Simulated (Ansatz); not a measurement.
ScAl3: biaxial strain +0.56 %, plane normal [001], relaxed out of plane

Consider ScAl$_{3}$ in the Cu3Au type structure (space group Pm-3m, No. 221; a = 4.072 Å; relaxed with 0.1 eV smearing). Axes: x, y, z lie along the cube axes.

The change: tensile biaxial strain of 0.56 % in the plane normal to [001], as in epitaxy on a mismatched substrate; the out-of-plane cell vector and the atoms relax.

Computed with PBEsol in Ansatz (plane waves to 420 eV, PAW, no spin-orbit coupling), earlier PAW set. k-mesh 14×14×14 (Γ-centred); smearing 0.1 eV (Fermi–Dirac).

```json
[
 {"quantity": "volume per atom", "base": "16.89 Å³", "changed": "17.03 Å³", "shift": "+0.147 Å³"},
 {"quantity": "space group", "base": "Pm-3m (No. 221)", "changed": "P4/mmm (No. 123)", "shift": "–"},
 {"quantity": "energy relative to the base (free energy F)", "base": "0 meV/atom", "changed": "+0.7 meV/atom", "shift": "+0.7 meV/atom"},
 {"quantity": "pressure (mean of the normal stresses, compression positive)", "base": "0.0 GPa", "changed": "-0.8 GPa", "shift": "-0.8 GPa"},
 {"quantity": "band gap", "base": "zero", "changed": "zero", "shift": "–"},
 {"quantity": "out-of-plane strain", "base": "–", "changed": "-0.25 %", "shift": "–"},
 {"quantity": "mean in-plane stress (compression positive)", "base": "–", "changed": "-1.2 GPa", "shift": "–"}
]
```

Final structure (turned so that z lies along the plane normal):

```xyz
4
Lattice="4.0953 0.0000 0.0000 0.0000 4.0953 0.0000 0.0000 0.0000 4.0622" Properties=species:S:1:pos:R:3 pbc="T T T"
Al     0.0000     2.0476     2.0311
Al     2.0476     2.0476     0.0000
Al     2.0476     0.0000     2.0311
Sc     0.0000     0.0000     0.0000
```

No phonon test of stability was made. All final runs are without spin polarisation.

Ansatz is an electronic-structure program.
